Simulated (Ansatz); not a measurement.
Output of an Ansatz run (abridged):

```
WARN ansatz: RAYON_NUM_THREADS=1 ignored (pool sized by the plan → 1); use --threads N
Pseudopotentials: kind: paw
Pseudopotential: Pd, paw, valence charge 18
Crystal: 1 atoms, lattice volume = 14.849 Å³
Basis set: ecut = 420.4159175005146 eV, 283 PW (Γ), exchange–correlation on 40×40×40 points (8 copies of the dense FFT grid, shifted against one another)
Bands: 13, of which v1, the nominal top of the filled ones, is band 9 counted from 1 (8 counted from 0)
Symmetry: 48 space group operations
Space group: Fm-3m (ITA 225), of the structure as read, at distance tolerance 2.5e-5 Å
k-points: 104 of 2744
Initial density: superposition of atomic densities (neutral atoms: chi_scale 0, normalization atom), corrected by the library's trained network
Initial wavefunctions: pseudopotential atomic-orbital guess
Eigensolver: davidson
Functional: x = pbe(κ = 0.804, μ = 0.2195149727645171), c = pbe(β = 0.06672455060314922)
SCF iter   1: F=—  HF=-6972.870958 eV  |F-HF|=—  |Δ(HF+E_count)|=         —  Δρ=3.46e-3  dr2=1.35e-3  ethr=1.77e-3  ⟨swp⟩=5.0  Hψ=7804  notcnv=0
all-band conjugate gradients solve this SCF's bands
preconditioner: auto → none
SCF iter   2: F=—  HF=-6972.870726 eV  |F-HF|=—  |Δ(HF+E_count)|=   2.33e-4  Δρ=1.42e-3  dr2=1.36e-4  ethr=7.50e-6  ⟨swp⟩=1.2  Hψ=2216  notcnv=0
SCF iter   3: F=—  HF=-6972.870815 eV  |F-HF|=—  |Δ(HF+E_count)|=   8.92e-5  Δρ=4.26e-4  dr2=1.26e-5  ethr=7.53e-7  ⟨swp⟩=1.0  Hψ=1352  notcnv=0
SCF iter   4: F=—  HF=-6972.870827 eV  |F-HF|=—  |Δ(HF+E_count)|=   1.19e-5  Δρ=3.84e-5  dr2=1.27e-7  ethr=6.98e-8  ⟨swp⟩=2.7  Hψ=1956  notcnv=0
iter 5 did not close the SCF: its close was put off for the readings that it lacked (scf_convergence_deferred on its scf_iter line)
SCF iter   5: F=-6972.870827 eV  HF=-6972.870827 eV  |F-HF|=2.80e-10  |Δ(HF+E_count)|=   3.26e-8  Δρ=3.72e-6  dr2=6.74e-10  ethr=7.08e-10  ⟨swp⟩=2.8  Hψ=2351  notcnv=0
SCF iter   6: F=-6972.870827 eV  HF=-6972.870827 eV  |F-HF|=8.19e-12  |Δ(HF+E_count)|=  2.52e-10  Δρ=4.92e-7  dr2=7.60e-12  ethr=3.74e-12  ⟨swp⟩=1.0  Hψ=3760  notcnv=0
SCF 1 converged in 6 iterations: F = -6972.870827 eV  dr2 = 7.60e-12
SCF converged after 6 iterations
Free energy (F): -6972.870827 eV
Harris-Foulkes:  -6972.870827 eV  (|F-HF|=8.19e-12)
Internal energy: -6972.801752 eV  (E = F + TS)
E sigma→0 (E₀):  -6972.836289 eV
Entropy (-TS):   -0.069075 eV (-69.075 meV/atom)
Fermi energy:    19.663066 eV
--- Per-component energies (eV) ---
  E_band       = -139.150866
  E_kinetic    = 513.874004
  E_local      = -1758.192135  (includes V_loc(G=0)·N_el)
  E_nonlocal   = 217.137120
  E_hartree    = 714.615349
  E_xc         = -168.821539
  E_vxc        = -211.829740  (∫ρ·V_xc dr)
  E_paw        = -3750.203235  (= ΣΔE_a)
  E_vpaw       = -329.370990  (= ΣTr[D̂ρ^β])
  E_aug_tail   = 0.000249  (compensation charges beyond the density's cutoff)
  E_ewald      = -2741.211565
  E_smearing   = -0.069075  (= −TS)
  E_closure    = 0.000000  (closes the sum)
  Σ components = -6972.870827   (vs F -6972.870827, Δ=0.00e0)
--- Forces (eV/Å), atoms counted from 1 ---
  atom   1  Pd    -0.00000000     0.00000000     0.00000000
  max |Σ_I F_I| component: 6.16e-32 eV/Å
--- Stress (GPa, compression-positive) ---
        6.281469      -0.000000      -0.000000
        0.000000       6.281469      -0.000000
        0.000000       0.000000       6.281469
  P = ⅓ Tr σ = 6.2815 GPa (62.815 kbar)
  The stress holds the Pulay correction. Without it, at fixed plane waves, as pw.x and ABINIT print it: P = 6.2138 GPa
--- Band table (eV; the first three rows and the last of 104) ---
  k-point 0: bands = ["-64.4688", "-29.9745", "-29.9745", "-29.9745", "12.5382", "16.8283", "16.8283", "16.8283", "18.4208", "18.4208", "36.6605", "41.3294", "41.3294"]
  k-point 1: bands = ["-64.4662", "-29.9948", "-29.9774", "-29.9774", "12.7225", "16.7643", "16.8914", "16.8914", "18.3912", "18.3912", "36.8477", "40.2174", "41.5403"]
  k-point 2: bands = ["-64.4589", "-30.0514", "-29.9855", "-29.9855", "13.2390", "16.6289", "17.0371", "17.0371", "18.3504", "18.3504", "37.0710", "38.2895", "42.1182"]
  k-point 103: bands = ["-64.3984", "-30.2661", "-30.2150", "-30.1279", "15.2796", "15.8463", "16.7940", "18.4112", "19.9316", "27.5483", "29.4469", "29.9532", "31.2423"]
```

The structure:

```
CELL_PARAMETERS angstrom
      0.00000     1.95084     1.95084
      1.95084     0.00000     1.95084
      1.95084     1.95084     0.00000
ATOMIC_POSITIONS crystal
  Pd 0.00000 0.00000 0.00000
```

Question: What input produced this log?

Answer: Other spellings and defaults could give the same log, and not every line can be read from it. The input that was run (DFT, PBE, plane waves, default PAW files):

Ansatz 0.2 input:
```yaml
# Pd
crystal:
  lattice:
    - [0.000000, 1.950835, 1.950835]
    - [1.950835, 0.000000, 1.950835]
    - [1.950835, 1.950835, 0.000000]
  atoms:
    - { symbol: Pd, position_ang: [0.000000, 0.000000, 0.000000] }
basis:
  ecutwfc: 30.9 Ry
kpoints:
  mp_grid: { grid: [14, 14, 14] }
hamiltonian:
  xc: pbe
  pseudopotentials: { kind: paw }
scf:
  occupations: { method: fermi_dirac, width: 0.0073 Ry }
output:
  forces: true
  eigenvalues: true
  stress: true
```

The starting cell has typed, rounded lattice constants, without a prior relaxation at this level. Its lattice was rescaled by up to half a per cent. Spin polarisation is off. With a pressure of about 6 GPa the cell is away from its equilibrium volume at this level. Ansatz's pressure includes its estimate of the finite-basis (Pulay) stress.

Ansatz is an electronic-structure program.
